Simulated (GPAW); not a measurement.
Worked example: self-consistent single point of PdAu3 (I4mm, 4 atoms in the cell) in GPAW.

Level of theory: LDA (Perdew-Wang 92), GPAW PAW datasets LDA (gpaw-data 1.0.1) (plane waves; GPAW 25.7.0).

```
PdAu3
1.0
   -2.06286     2.06286     4.02266
    2.06286    -2.06286     4.02266
    2.06286     2.06286    -4.02266
Pd Au
1 3
Direct
  0.00622   0.00622   0.00000
  0.75000   0.25000   0.50000
  0.25000   0.75000   0.50000
  0.50000   0.50000   0.00000
```

Reference input (self-consistent single point, DFT LDA (Perdew-Wang 92), plane waves, GPAW PAW datasets LDA (gpaw-data 1.0.1)): mode = pw; ecut = 550 eV; xc = LDA; kpts = 5 5 5; mesh shift (steps) = 0 0 0; occupations.name = fermi-dirac; occupations.width = 0.1 eV; nbands = -8; convergence.density = 1e-05 e/electron; symmetry.symmorphic = false; symmetry.tolerance = 0.0005; maxiter = 120. This run's input differs from it in these lines:

```diff
@@ -19,3 +19,3 @@
             nbands=-8,
-            convergence={'density': 1e-05},
+            convergence={'density': 0.01, 'energy': 0.05, 'eigenstates': 0.0004},
             symmetry={'symmorphic': False, 'tolerance': 0.0005},
```

Log, with long lists cut:

```
     iter     time        total  log10-change:
                         energy   eigst   dens
iter:   1 --:--:--   -21.014263
iter:   2 --:--:--   -20.162807   -1.52  -1.24
iter:   3 --:--:--   -18.976045c  -1.06  -1.30
iter:   4 --:--:--   -18.689132c  -1.52  -1.56
iter:   5 --:--:--   -18.522543c  -1.98  -1.87
iter:   6 --:--:--   -18.678457c  -1.79  -2.18c
iter:   7 --:--:--   -18.499084c  -1.79  -2.19c
iter:   8 --:--:--   -18.480259c  -3.53c -2.34c
Converged after 8 iterations.

Dipole moment: (0.000000, -0.000000, -1.058333) |e|*Ang

Energy contributions relative to reference atoms: (reference = -1686038.796904)

Kinetic:        -44.982096
Potential:      +34.100238
External:        +0.000000
XC:              -7.848103
Entropy (-ST):   -0.039702
Local:           +0.269553
SIC:             +0.000000
--------------------------
Free energy:    -18.500110
Extrapolated:   -18.480259

Showing only first 2 kpts
 Kpt  Band  Eigenvalues  Occupancy
  0    22      7.87544    1.99894
  0    23      8.10199    1.98987
  0    24     10.70186    0.00000
  0    25     13.62369    0.00000

  1    22      7.66535    1.99987
  1    23      7.68923    1.99984
  1    24     12.23904    0.00000
  1    25     12.65807    0.00000

Fermi level: 8.63001

No gap
No difference between direct/indirect transitions
Energy (eV): -18.480259

Forces in eV/Ang:
  0 Pd    0.00000    0.00000   -0.15103
  1 Au   -0.00000   -0.00000    0.11835
  2 Au   -0.00000   -0.00000    0.11835
  3 Au    0.00000    0.00000   -0.03353

Stress tensor:
     0.068646     0.000000     0.000000
     0.000000     0.068646     0.000000
     0.000000     0.000000     0.060005
Stress (GPa, Voigt): [10.9983 10.9983  9.6139  0.      0.      0.    ]
```

The run converged in 8 iterations. GPAW prints stress with tension positive. Against the reference run the free energy goes down by 2.3 meV/atom, the pressure goes from -9.70 to -10.54 GPa and the largest force goes from 0.271 to 0.151 eV/Å.

The starting cell comes from a database of computed structures (which also holds hypothetical and non-ambient phases and stackings), without a prior relaxation at this level. Its lattice was rescaled by up to half a per cent. One atom was moved a little off its site on purpose. Spin polarisation is off. With a pressure of about -11 GPa the cell is away from its equilibrium volume at this level.

Cost on one core of a shared machine: roughly 30 s.
